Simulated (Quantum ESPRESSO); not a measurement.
Several settings converged on ReTc (P3m1, 2 atoms in the cell)

```
ReTc
1.0
    2.74105     0.00000     0.00000
   -1.37053     2.37382     0.00000
    0.00000     0.00000     4.42695
Tc Re
1 1
Direct
  0.66667   0.33333   0.01129
  0.00000   0.00000   0.50000
```

Base method: PBEsol, GBRV 1.5 ultrasoft (PBESOL) pseudopotentials (plane waves; Quantum ESPRESSO 7.5).

Base settings: ecutwfc = 40 Ry; ecutrho = 320 Ry; occupations = smearing; smearing = fd; degauss = 0.0073499 Ry; potentials = {Tc: tc_pbesol_v1.uspp.F.UPF, Re: re_pbesol_v1.2.uspp.F.UPF}; K_POINTS = automatic 8 8 5 0 0 0; conv_thr = 1e-10 Ry; mixing_beta = 0.4.

The count of work is k-points × plane waves × bands × iterations; it is no time. Core times come from one kind of shared machine, to one figure; runs under 30 s give none.

**The k-point mesh**

The second cell is the first with its lattice scaled by 0.98.

Only quantities that move along the ladder and can be compared are tabulated.

| K_POINTS | free energy less the last step's (meV/atom) | energy of the compressed cell less the first (meV/atom) | pressure (GPa) | largest difference of a force vector from the last step's (eV/Å) | count of work / last | core time / last (rough) |
|---|---|---|---|---|---|---|
| automatic 2 2 2 0 0 0 | 305.11 | -2.32 | -10.27 | 0.482 | 0.013 | – |
| automatic 4 4 2 0 0 0 | 32.94 | 51.58 | -2.42 | 0.330 | 0.026 | – |
| automatic 5 5 3 0 0 0 | -45.25 | 38.04 | -4.62 | 0.196 | 0.039 | – |
| automatic 7 7 4 0 0 0 | -12.09 | 47.23 | -3.11 | 0.123 | 0.092 | – |
| automatic 8 8 5 0 0 0 | 1.51 | 47.61 | -3.01 | 0.079 | 0.12 | – |
| automatic 9 9 5 0 0 0 | 3.32 | 48.64 | -2.85 | 0.037 | 0.15 | 0.2 |
| automatic 11 11 6 0 0 0 | 0.64 | 46.83 | -3.14 | 0.011 | 0.27 | 0.3 |
| automatic 18 18 10 0 0 0 | 0.00 | 47.68 | -3.01 | 0.000 | 1.0 | 1 |

Coarsest K_POINTS that holds the pressure within 0.5 GPa of the last step, with all finer ones: automatic 7 7 4 0 0 0, at 0.092 of the last step's count of work; the step before is off by 1.6 GPa.

Coarsest K_POINTS that holds the energy of the compressed cell less the first within 2 meV/atom of the last step, with all finer ones: automatic 7 7 4 0 0 0, at 0.092 of the last step's count of work; the step before is off by 9.6 meV/atom.

Coarsest K_POINTS that holds the forces within 0.02 eV/Å: not settled: the last two steps still differ by 0.011 eV/Å, over half the tolerance, so the ladder does not show it.

**The k-point mesh at a smearing width of 0.3 eV**

In this ladder: degauss = 0.02205 Ry.

Only quantities that move along the ladder and can be compared are tabulated.

```tsv
K_POINTS	free energy less the last step's (meV/atom)	pressure (GPa)	largest difference of a force vector from the last step's (eV/Å)	count of work / last	core time / last (rough)
automatic 5 5 3 0 0 0	-30.67	-2.77	0.041	0.012	–
automatic 6 6 3 0 0 0	-11.47	-1.13	0.038	0.018	–
automatic 7 7 4 0 0 0	-11.03	-1.67	0.004	0.027	–
automatic 10 10 6 0 0 0	-0.77	-1.30	0.000	0.070	0.1
automatic 15 15 8 0 0 0	0.07	-1.22	0.000	0.19	0.2
automatic 22 22 12 0 0 0	0.00	-1.24	0.000	0.55	0.6
automatic 27 27 15 0 0 0	0.00	-1.24	0.000	1.0	1
```

Coarsest K_POINTS that holds the free energy within 0.5 meV/atom of the last step, with all finer ones: automatic 15 15 8 0 0 0, at 0.19 of the last step's count of work and about 0.2 of the last step's time; the step before is off by 0.77 meV/atom.

Coarsest K_POINTS that holds the pressure within 1 GPa of the last step, with all finer ones: automatic 6 6 3 0 0 0, at 0.018 of the last step's count of work; the step before is off by 1.5 GPa.

Coarsest K_POINTS that holds the forces within 0.02 eV/Å of the last step, with all finer ones: automatic 7 7 4 0 0 0, at 0.027 of the last step's count of work; the step before is off by 0.038 eV/Å.

Two neighbours can agree and both be off: automatic 6 6 3 0 0 0 and automatic 7 7 4 0 0 0 differ by 0.45 meV/atom in the free energy, yet lie about 11 meV/atom from the last step.

**The mesh under tetrahedron occupations**

In this ladder: occupations = tetrahedra_opt; smearing = default; degauss = default.

Only quantities that move along the ladder and can be compared are tabulated.

```csv
K_POINTS,free energy less the last step's (meV/atom),pressure (GPa),largest difference of a force vector from the last step's (eV/Å),count of work / last,core time / last (rough)
automatic 6 6 3 0 0 0,22.45,-2.17,0.145,0.021,–
automatic 7 7 4 0 0 0,37.69,-2.50,0.210,0.031,–
automatic 9 9 5 0 0 0,16.13,-2.75,0.076,0.051,–
automatic 13 13 7 0 0 0,5.23,-3.04,0.044,0.14,0.2
automatic 21 21 11 0 0 0,0.79,-3.13,0.015,0.53,0.6
automatic 26 26 14 0 0 0,0.00,-3.19,0.000,1.0,1
```

Coarsest K_POINTS that holds the pressure within 0.5 GPa of the last step, with all finer ones: automatic 9 9 5 0 0 0, at 0.051 of the last step's count of work; the step before is off by 0.69 GPa.

Coarsest K_POINTS that holds the free energy within 2 meV/atom of the last step, with all finer ones: automatic 21 21 11 0 0 0; the step before is off by 5.2 meV/atom.

Coarsest K_POINTS that holds the forces within 0.02 eV/Å: not settled: the last two steps still differ by 0.015 eV/Å, over half the tolerance, so the ladder does not show it.

On the base run: the starting cell comes from a database of computed structures (which also holds hypothetical and non-ambient phases and stackings), without a prior relaxation at this level. Its lattice was rescaled by up to half a per cent. One atom was moved a little off its site on purpose. Spin polarisation is off. In the base run, with a pressure of about -3 GPa the cell is away from its equilibrium volume at this level.
